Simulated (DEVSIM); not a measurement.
Structure: CdS/CdTe n-p heterojunction, at 300 K.

Layer 1 from the left is CdS, thickness (μm) 1.40, Nd (cm⁻³) 3.6e16, τn (s) 5.8e-9, τp (s) 1.7e-10. Layer 2 from the left is CdTe, thickness (μm) 0.170, Na (cm⁻³) 8.7e17, τn (s) 5.8e-9, τp (s) 5.8e-9.

Left contact: ohmic. Right contact: ohmic. Voltage is applied to the left contact. Recombination: SRH at mid-gap, radiative. Mobility is μmin + (μ − μmin)/(1 + (N/Nref)^α).

This is a model device: material constants are rounded textbook-type values typed into the input, and sizes, dopings and lifetimes were drawn at random. Values at 300 K.

CdS: gap (eV) 2.4, affinity (eV) 4.3, permittivity 9, Nc (cm⁻³) 2.2e18, Nv (cm⁻³) 1.8e19, μn (cm²/Vs) 300, μp (cm²/Vs) 25, μn,min 30, μp,min 3, Nref,n 1e17, Nref,p 1e17, αn 0.6, αp 0.6, B (cm³/s) 1e-10. CdTe: gap (eV) 1.5, affinity (eV) 4.28, permittivity 10.2, Nc (cm⁻³) 8e17, Nv (cm⁻³) 1.8e19, μn (cm²/Vs) 1000, μp (cm²/Vs) 80, μn,min 100, μp,min 10, Nref,n 1e17, Nref,p 1e17, αn 0.6, αp 0.6, B (cm³/s) 1e-10.

Model (solved in DEVSIM): 1D drift-diffusion, Boltzmann statistics, complete ionisation; no tunnelling, impact ionisation, image-force lowering or self-heating. Band offsets follow the typed affinities; no thermionic-emission limit at abrupt steps, no polarisation charge.

Task: What does the simulation give for the dark forward voltage at 1 A/cm², the dark forward voltage at 100 A/cm², the potential step across the device at zero bias, the largest field in the device at zero bias?

Result: dark forward voltage at 1 A/cm² 1.138 V; dark forward voltage at 100 A/cm² 1.272 V; potential step across the device at zero bias 1.295 V; largest field in the device at zero bias 130000 V/cm.
